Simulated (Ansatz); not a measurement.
## Response to strain in Zn3In2O6

The reference is Zn$_{3}$In$_{2}$O$_{6}$ (space group R3m, No. 160; a cell from a computed database, its experimental status unchecked).

```yaml
crystal:
  lattice:
    - [1.70451, 0.98410, 13.88389]
    - [-1.70451, 0.98410, 13.88389]
    - [0.00000, -1.96820, 13.88389]
  atoms:
    - { symbol: Zn, position: [0.26229, 0.26229, 0.26229] }
    - { symbol: Zn, position: [0.73849, 0.73849, 0.73849] }
    - { symbol: Zn, position: [0.13116, 0.13116, 0.13116] }
    - { symbol: In, position: [0.00045, 0.00045, 0.00045] }
    - { symbol: In, position: [0.86313, 0.86313, 0.86313] }
    - { symbol: O, position: [0.91526, 0.91526, 0.91526] }
    - { symbol: O, position: [0.08387, 0.08387, 0.08387] }
    - { symbol: O, position: [0.19472, 0.19472, 0.19472] }
    - { symbol: O, position: [0.81021, 0.81021, 0.81021] }
    - { symbol: O, position: [0.30872, 0.30872, 0.30872] }
    - { symbol: O, position: [0.69134, 0.69134, 0.69134] }
```

Cartesian axes are those of the cell as printed.

Strains are applied to the cell and any free atomic positions relax; under biaxial strain the out-of-plane vector relaxes too; under stress the whole cell relaxes.

Computed with PBEsol (Ansatz, an electronic-structure program), without spin-orbit coupling.

Notes on the quantities. energy relative to the base: free energy F.

```tsv
change	energy relative to the base	width of the top valence band	shortest interatomic distance
base	0 meV/atom	0.59 eV	1.934 Å
biaxial strain +4.70 %, plane normal [001], relaxed out of plane	+42 meV/atom	0.14 eV	1.915 Å
uniaxial stress, 5 GPa tension along z	+6.0 meV/atom	0.74 eV	1.955 Å
tensor shear ε_yz = −0.92 %	+0.6 meV/atom	–	1.934 Å
uniaxial stress, 8 GPa tension along z	___	___	___
```

Task: What belongs in the blanks?

Result: 
- uniaxial stress, 8 GPa tension along z, energy relative to the base: +15 meV/atom
- uniaxial stress, 8 GPa tension along z, width of the top valence band: 0.83 eV
- uniaxial stress, 8 GPa tension along z, shortest interatomic distance: 1.948 Å

The levels and masses belong to the bands next to the band gap. Beyond what the load breaks, stability against distortions was not tested.
